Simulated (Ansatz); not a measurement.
Candidates (primitive cells; geometry: relaxed with this functional, without spin-orbit coupling):
A. LaIn3 (Pm-3m), a = b = c = 4.7098 Å, α = β = γ = 90.00°
B. PtCu3 (Pm-3m), a = b = c = 3.6677 Å, α = β = γ = 90.00°
C. Ni$_{3}$Ge (Pm-3m), a = b = c = 3.5248 Å, α = β = γ = 90.00°
D. NbRh3 (Pm-3m), a = 3.8454 Å, b = 3.8454 Å, c = 3.8454 Å, α = 90.00°, β = 90.00°, γ = 90.00°
E. ZrRh3 (Pm-3m), a = 3.904 Å, b = 3.904 Å, c = 3.904 Å, α = 90.00°, β = 90.00°, γ = 90.00°

Rank these by resistivity at 300 K (lowest first), as PBEsol, DFPT electron-phonon coupling, linearised Boltzmann equation in Ansatz (a program for electronic structure) gives it.

B (3.5 μΩ·cm), D (8.2 μΩ·cm), E (11.5 μΩ·cm), A (15.8 μΩ·cm), C (35 μΩ·cm)

Metals; harmonic phonons alone scatter; means over directions. Halving the electron mesh moves these values by up to 8 %; q meshes are mostly untested. Some of the runs warned that the eigensolver left states short of its tolerance. Spin-orbit coupling is left out.

Formula and space group known from diffraction (Crystallography Open Database), not checked to be the room-temperature form: NbRh3 (Pm-3m), PtCu3 (Pm-3m), ZrRh3 (Pm-3m). Treated as nonmagnetic (a ferromagnetic start lost its moment, other orders weren't tried): Ni3Ge (Pm-3m). The missing spin-orbit coupling matters most for PtCu3 (Pm-3m).
